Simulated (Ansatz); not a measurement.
Take Y in the hcp (Mg type) structure (space group P6_3/mmc, No. 194; a = 3.594 Å, c = 5.610 Å; relaxed with 0.1 eV smearing) as the base. Axes: x lies along a and z along c of the hexagonal cell.

Method: Ansatz (a program for electronic structure) PBEsol, scalar-relativistic without spin-orbit coupling.

One thing is altered: a pure shear with ε_xz = ε_zx = 0.0171, atoms relaxed at fixed cell.

Task: Predict the stress tensor and what it implies for the stiffness.

Result: Stress of the strained cell less that of the base (GPa, compression positive):
```
    0.0     0.0    -0.9
    0.0     0.0     0.0
   -0.9     0.0     0.1
```

Then −Δσ/γ with γ = 2ε = 0.0342 gives secant stiffness values (nonlinear terms included at this strain): C55 ≈ 25 GPa.

Whether these cells are dynamically stable was not tested. The final runs are not spin-polarised.
